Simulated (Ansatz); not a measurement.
Take an 8-atom supercell of CdO in the rock salt structure (space group Fm-3m, No. 225; a = 4.690 Å) at its relaxed geometry as the base.

Computed with Kohn–Sham DFT with the PBEsol functional, run in Ansatz (a program for electronic structure) with PAW and 420 eV plane waves, no spin-orbit coupling.

Before the change:

Pressure: 0.0 GPa

One thing is altered: one Cd atom is replaced by Si, atoms relaxed at fixed cell, starting from a slightly rattled geometry.

**Question.** What does the calculation give for the largest displacement of a host atom from its site in the perfect cell, pressure and shift of the substituted atom off its lattice site after the change?

**Answer.** The largest displacement of a host atom from its site in the perfect cell amounts to 0.57 Å; the pressure goes from zero to 1.0 GPa; the shift of the substituted atom off its lattice site amounts to 0.17 Å.

In so small a cell the defect repeats every few ångströms: this is an ordered compound, not a dilute defect. All final runs are without spin polarisation. The defect cell is not spin-polarised.
